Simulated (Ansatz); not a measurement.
Reference: GaAlN2 (P3m1), PBEsol, rigid bands (plane waves, PAW, scalar-relativistic; Ansatz, a first-principles code); axes and stresses refer to this cell.

```xyz
4
Lattice="3.1467 0.0000 0.0000 -1.5734 2.7251 0.0000 0.0000 0.0000 5.0964" Properties=species:S:1:pos:R:3 pbc="T T T"
Al     0.0000     0.0000     5.0940
Ga     1.5734     0.9084     2.5341
N      1.5734     0.9084     0.5735
N      0.0000     0.0000     3.1960
```

hole mass along x: 1.37 mₑ
Seebeck coefficient, p-type 1e19 cm⁻³: 432 μV/K
electron conductivity mass: 0.24 mₑ

### Question
Change: functional r2SCAN on the same cell. What happens to hole mass along x, Seebeck coefficient, p-type 1e19 cm⁻³, electron conductivity mass?

### Answer
hole mass along x decreases to 1.28 mₑ; Seebeck coefficient, p-type 1e19 cm⁻³ moves little, to 427 μV/K; electron conductivity mass goes up to 0.25 mₑ.

Masses are for dilute carriers at 300 K, harmonic means over directions unless an axis is named. Seebeck coefficients are for the stated density at 300 K, with one relaxation time for all states and whether or not that doping can be reached. Spin-orbit coupling is left out unless a row names it. 

Computed structure with no diffraction record at hand here (it may be known, metastable or hypothetical): GaAlN2 (P3m1).
